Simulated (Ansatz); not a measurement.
Effect of Al → Na on Ti3Al

Base system: Ti3Al (space group P6_3/mmc, No. 194; a = 5.747 Å, c = 4.632 Å).

The change: every Al is replaced by Na; the structure is relaxed again.

Computed with r2SCAN (Ansatz, a program for electronic structure; PAW; 500 eV plane waves; no spin-orbit coupling), earlier PAW set. k-mesh 9×9×10 (Γ-centred); smearing 0.05 eV (Fermi–Dirac), for the changed cell.

```
quantity                                     base             changed      shift
-----------------------------  ------------------  ------------------  ---------
volume per atom                          16.56 Å³            19.35 Å³   +2.79 Å³
lattice parameter a                      574.7 pm            614.7 pm  +39.94 pm
c/a ratio                                   0.806               0.770     -0.036
space group                    P6_3/mmc (No. 194)  P6_3/mmc (No. 194)          –
shortest interatomic distance            281.3 pm            285.5 pm    +4.2 pm
band gap                                     zero                zero          –
```

Stability against distortions was not tested. As relaxed here, NaTi3 is a hypothetical phase, not in the database extracts checked. All final runs are without spin polarisation. NaTi3 has a high density of states at the Fermi level and may be magnetic at this level.
